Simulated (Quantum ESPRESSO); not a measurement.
A working Quantum ESPRESSO input for Rb3Sn (Fm-3m, 4 atoms in the cell) (DFT, PBEsol, plane waves, PseudoDojo standard norm-conserving (PBESOL) pseudopotentials):

```fortran
&control
   calculation = 'scf'
   prefix = 'rb3sn'
   outdir = './work'
   pseudo_dir = './'
   tprnfor = .true.
   tstress = .true.
/
&system
   ibrav = 0
   nat = 4
   ntyp = 2
   ecutwfc = 75
   occupations = 'smearing'
   smearing = 'methfessel-paxton'
   degauss = 0.0073499
/
&electrons
   conv_thr = 1e-10
/
ATOMIC_SPECIES
Rb    85.4678  Rb.upf
Sn   118.7100  Sn.upf
CELL_PARAMETERS angstrom
   0.000000000     4.658585000     4.658585000
   4.658585000     0.000000000     4.658585000
   4.658585000     4.658585000     0.000000000
ATOMIC_POSITIONS crystal
Rb    0.250000000    0.250000000    0.250000000
Rb    0.750000000    0.750000000    0.750000000
Rb    0.500000000    0.500000000    0.500000000
Sn    0.000000000    0.000000000    0.000000000
K_POINTS automatic
6 6 6  0 0 0
```

The run converged in 9 iterations: free energy E − TS -4348.0687 eV; Fermi level (on the code's own zero) 4.29 eV; pressure -0.61 GPa. Each of these slips is then made, one at a time:

(1)
```diff
-   ntyp = 2
+   ntyp = 3
```

(2)
```diff
-Rb    85.4678  Rb.upf
+Rb    85.4678  rb_pbe_v1.uspp.F.UPF
```

### Question
What happens in each case?

### Answer

(1) A species count that does not match the list of species. The program stopped before any SCF iteration.
```
Error in routine  card_atomic_species (5010):
cannot read atomic specie from: CELL_PARAMETERS angstrom
```

(2) Potentials made for another functional. The program stopped before any SCF iteration.
```
Error in routine set_dft_from_name (4):
conflicting values for igcx
```

The starting cell comes from a database of computed structures (which also holds hypothetical and non-ambient phases and stackings), without a prior relaxation at this level.

Left out of this page: 3 runs of the series outside the window shown, repeating another row's setting, or not comparable; 1 run of the series stopped by limits of time or memory.
